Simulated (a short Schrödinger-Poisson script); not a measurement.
Stack: MOS inversion layer, SiO2 on p-type Si(110), at 300 K.

From the gate side: 2.5 nm SiO2; 1600 nm Si, acceptors 7.3e16 cm⁻³.

The device is made up for the run: typed textbook-type constants, with dimensions and the other settings drawn at random. SiO2: permittivity 3.9, conduction-band edge (eV) 3.15, gap (eV) 9, electron mass (mₑ) 0.5. Si: permittivity 11.7, conduction-band edge (eV) 0, gap (eV) 1.124, Nv at 300 K (cm⁻³) 3.1e19.

Channel valleys (confinement mass, in-plane density-of-states mass, number): Δ4 0.315, 0.324, 4; Δ2 0.19, 0.417, 2. At the gate the conduction-band edge of layer 1 lies 3.6 eV − eVg above the Fermi level of the channel; the field vanishes at the back. Gaps are held at their typed values at every temperature. Mesh 0.03 nm at interfaces.

From a short Schrödinger-Poisson script (our own, NumPy): 1D Poisson equation in equilibrium, electrons quantum, Hartree (BenDaniel-Duke, 12 states a valley, the channel's in-plane mass for all, wave functions free to enter the dielectric), parabolic valleys, classical holes, full ionisation, no traps, pinning or gate leakage.

| Vg (V) | electrons (cm⁻²) | C (μF/cm²) | Δ4 E0 (meV from the Fermi level) | Δ2 E0 (meV from the Fermi level) |
|---|---|---|---|---|
| 0.4 | 6.51e9 | 0.115 | 212.4 | 222.0 |
| 0.5 | 1.21e11 | 0.463 | 136.2 | 146.4 |
| 0.6 | 5.17e11 | 0.809 | 97.5 | 108.7 |
| 0.7 | 1.06e12 | 0.945 | 77.7 | 90.1 |
| 0.8 | 1.67e12 | 1.01 | 65.0 | 78.4 |
| 0.9 | 2.32e12 | 1.06 | 55.6 | 70.1 |
| 1 | 2.98e12 | 1.08 | 48.1 | 63.6 |
| 1.1 | 3.67e12 | 1.11 | 41.9 | 58.3 |
| 1.2 | 4.37e12 | 1.12 | 36.6 | 53.9 |
| 1.3 | 5.07e12 | 1.14 | 31.9 | 50.0 |
| 1.4 | 5.79e12 | 1.15 | 27.7 | 46.6 |
| 1.5 | 6.51e12 | 1.16 | 23.9 | 43.5 |
| 1.6 | 7.24e12 | 1.17 | 20.4 | 40.7 |
| 1.7 | 7.97e12 | 1.18 | 17.2 | 38.2 |
| 1.8 | 8.71e12 | 1.19 | 14.2 | 35.8 |
| 1.9 | 9.45e12 | 1.19 | 11.4 | 33.6 |
| 2 | 1.02e13 | 1.20 | 8.7 | 31.5 |

Gate voltages with under 1e9 electrons/cm² are left out.

### Question
At Vg = 2 V the lowest Δ4 subband lies at 8.7 meV from the Fermi level. How many electrons does it hold, and what share of all?

### Answer
The two-dimensional density of states is g m/(πħ²) = 5.41e11 cm⁻² meV⁻¹ (both spins), kT = 25.9 meV, so n = D kT ln(1 + exp(−E/kT)) = 7.54e12 cm⁻², 0.74 of the 1.02e13 cm⁻² in all.

### Question
Compare the slope of the sheet density between 1.8 and 2 V with the geometric capacitance of the layers between gate and channel.

### Answer
q Δn/ΔV = 1.19 μF/cm²; ε0/Σ(t/ε) = 1.38 μF/cm². The ratio is 0.86: the channel acts as a further capacitance in series.
